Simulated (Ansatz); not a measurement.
**Antifluorite Be2C**

Level of theory: HSE06 (Ansatz, an electronic-structure program, plane waves, PAW).

Run with plane-wave cutoff 500 eV, 8×8×8 k mesh, gaussian smearing 0.02 eV, scalar-relativistic PAW data made under PBE.

Cell (relaxed at this level):

Space group Fm-3m (No. 225); a = 4.3060 Å, b = 4.3060 Å, c = 4.3060 Å, α = 90.00°, β = 90.00°, γ = 90.00°

```
atom  site  symmetry       x       y       z
----  ----  --------  ------  ------  ------
Be      8c      -43m  0.2500  0.2500  0.2500
C       4a      m-3m  0.0000  0.0000  0.0000
```
(The calculation used a cell of 3 atoms; values per cell refer to that cell.)

```
Quantity                       Result
--------  ---------------------------
band gap  1.92 eV (on the SCF k mesh)
```

Computed values are for the static lattice.
